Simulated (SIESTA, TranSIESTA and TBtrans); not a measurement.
## Ta chain with one S atom inserted

System: Ta chain with one S atom inserted. Leads: straight Ta chain, spacing 2.491 Å. Geometry: 3 atoms about the centre moved by SIESTA (PBE, DZP) to a largest force of 0.02 eV/Å, all others as built, motion along the axis alone.

Computed with TranSIESTA and TBtrans, PBE, DZP numerical orbitals (energy shift 0.15 eV), PseudoDojo norm-conserving scalar-relativistic potentials, mesh cutoff 200 Ry, 300 K, spin-polarised (collinear), no spin-orbit coupling; self-consistent non-equilibrium Green functions.

```
Property                                                       Result
-------------------------------------------------------------  ------
Conductance at 300 K (G0 = 2e²/h)                                0.86
Thermopower (μV/K)                                                2.2
Mean T from −0.5 to 0.5 eV                                       0.88
Spin polarisation of the conductance, (up − down)/(up + down)    0.07
```

Energies count from the leads' Fermi level. Transmissions are for each spin. The energy step is 0.01 eV; narrower resonances are cut or missed.

| E (eV) | T up | T down | lead channels up | down |
|---|---|---|---|---|
| -1.95 | 2.00 | 0.26 | 3 | 1 |
| -1.80 | 1.98 | 1.87 | 4 | 3 |
| -1.65 | 1.89 | 1.82 | 4 | 3 |
| -1.50 | 1.73 | 1.64 | 4 | 3 |
| -1.35 | 1.60 | 1.41 | 4 | 3 |
| -1.20 | 1.50 | 1.14 | 4 | 3 |
| -1.05 | 1.42 | 1.24 | 4 | 4 |
| -0.90 | 1.35 | 1.22 | 4 | 4 |
| -0.75 | 1.28 | 1.10 | 4 | 4 |
| -0.60 | 1.21 | 1.00 | 4 | 4 |
| -0.45 | 1.13 | 0.92 | 6 | 4 |
| -0.30 | 1.05 | 0.87 | 6 | 4 |
| -0.15 | 0.98 | 0.83 | 6 | 4 |
| 0.00 | 0.91 | 0.80 | 6 | 4 |
| 0.15 | 0.86 | 0.79 | 6 | 4 |
| 0.30 | 0.82 | 0.79 | 6 | band edge |
| 0.45 | 0.79 | 0.79 | 6 | 6 |
| 0.60 | 0.77 | 0.80 | 6 | 6 |
| 0.75 | 0.76 | 0.81 | 6 | 6 |
| 0.90 | 0.76 | 0.82 | 6 | 6 |
| 1.05 | 0.78 | 0.83 | 6 | 6 |
| 1.20 | 0.83 | 0.83 | 6 | 6 |
| 1.35 | 1.18 | 0.84 | 3 | 6 |
| 1.50 | 0.84 | 0.83 | 3 | 6 |
| 1.65 | 0.61 | 0.82 | 1 | 6 |
| 1.80 | 0.57 | 0.81 | 1 | 6 |
| 1.95 | 0.54 | 0.80 | 1 | 6 |

The magnetic order of the leads was set by the start, and no other order was tried; the separate lead runs end at 1.12 (left) and 1.12 (right) μB an atom. The straight chain is held at its spacing; free chains may zigzag or dimerise. Spin-orbit coupling, left out here, matters for the heavy atoms.
